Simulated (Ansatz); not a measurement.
An Ansatz (a program for electronic structure) run: Au with a change (pressure 30 GPa); LDA (Ansatz; PAW; 420 eV plane waves; without spin-orbit coupling).

Input:

Ansatz 0.2 input:
```yaml
crystal:
  lattice:
    - [0, 1.9640535782, 1.9640535782]
    - [1.9640535782, 0, 1.9640535782]
    - [1.9640535782, 1.9640535782, 0]
  atoms:
    - { symbol: Au, position: [0, 0, 0] }
basis: { ecutwfc: 420, ecutrho_ratio: 4, xc_grid: 2, fft_grid_basis: typed }
kpoints: { mp_grid: { grid: [20, 20, 20] } }
hamiltonian:
  xc: lda
  dispersion: none
  pseudopotentials: { kind: paw }
scf: { occupations: { method: fermi_dirac, width: 0.05 } }
relax: { f_tol: 0.01, max_steps: 60, cell: { stress_tol: 0.02, p_target: 30 } }
output: { forces: true, stress: true }
checkpoint: { write: state.ck, write_every: 1000 }
```

Output (explanatory and most iteration lines left out):

```
Relaxation: its limit of steps is 60 (relax.max_steps)
Pseudopotential: Au, paw, valence charge 19
Crystal: 1 atoms, lattice volume = 15.153 Å³
Basis set: ecut = 420 eV, 307 PW (Γ), exchange–correlation on 40×40×40 points (8 copies of the dense FFT grid, shifted against one another)
Bands: 14, of which v1, the nominal top of the filled ones, is band 10 counted from 1 (9 counted from 0)
Symmetry: 48 space group operations
Space group: Fm-3m (ITA 225), of the structure as read, at distance tolerance 2.5e-5 Å
k-points: 256 of 8000
Functional: x = slater, c = lda
SCF iter   1: F=—  HF=-12864.866705 eV  |F-HF|=—  |Δ(HF+E_count)|=         —  Δρ=8.23e-3  dr2=6.17e-3  ethr=1.77e-3  ⟨swp⟩=4.8  Hψ=18570  notcnv=0
SCF iter   2: F=—  HF=-12864.865006 eV  |F-HF|=—  |Δ(HF+E_count)|=   1.70e-3  Δρ=4.05e-3  dr2=1.31e-3  ethr=3.25e-5  ⟨swp⟩=1.2  Hψ=5686  notcnv=0
SCF 1 converged in 6 iterations: F = -12864.864547 eV  dr2 = 7.61e-11
relax step   1: F+E_penalty+E_count = -12864.86454714 eV  Δ(F+E_penalty+E_count) = +0.000e0 eV  max|allowed force component| = 0.000e0 eV/Å  Δτ_max = 0.0000 Å  P = +22.506 GPa  Ω = 15.153 Å³  (6 SCF iters, dr2 threshold 1.00e-7 eV, accepted)
[... steps on the carried basis left out ...]
relax step   6: F+E_penalty+E_count = -12864.80930047 eV  Δ(F+E_penalty+E_count) = +1.273e-4 eV  max|allowed force component| = 0.000e0 eV/Å  Δτ_max = 0.0000 Å  P = +30.004 GPa  Ω = 14.814 Å³  stress off target by 3.63e-3 GPa  SCF on the basis re-selected at this cell (its energy is not comparable with the rows above)  (5 SCF iters)
SCF converged after 5 iterations
Free energy (F): -12864.809300 eV
Internal energy: -12864.807038 eV  (E = F + TS)
E sigma→0 (E₀):  -12864.808169 eV
Entropy (-TS):   -0.002263 eV (-2.263 meV/atom)
Fermi energy:    24.479946 eV
--- Forces (eV/Å), atoms counted from 1 ---
  atom   1  Au    -0.00000000    -0.00000000     0.00000000
--- Stress (GPa, compression-positive) ---
       30.003630      -0.000000       0.000000
        0.000000      30.003630      -0.000000
        0.000000       0.000000      30.003630
  P = ⅓ Tr σ = 30.0036 GPa (300.036 kbar)
--- Relaxed structure (5 steps of the walk, 4 accepted, 1 SCFs on fresh bases) ---
  cell:  # Å, volume = 14.8145 Å³
    - [3.186597612300067e-34, 1.9493307896398422, 1.9493307896398424]
    - [1.9493307896398422, 1.6579865783514426e-34, 1.9493307896398424]
    - [1.9493307896398422, 1.9493307896398422, 0.0]
  atoms:
    - { symbol: Au, position: [0.0, 0.0, 0.0] }
```

Load acts through the strain it causes; cell and atoms are relaxed under it. Whether these cells are dynamically stable was not tested. No other phases were tried under pressure. The cell was made from Au in the fcc (Cu type) structure (space group Fm-3m, No. 225) by this change: pressure 30 GPa.
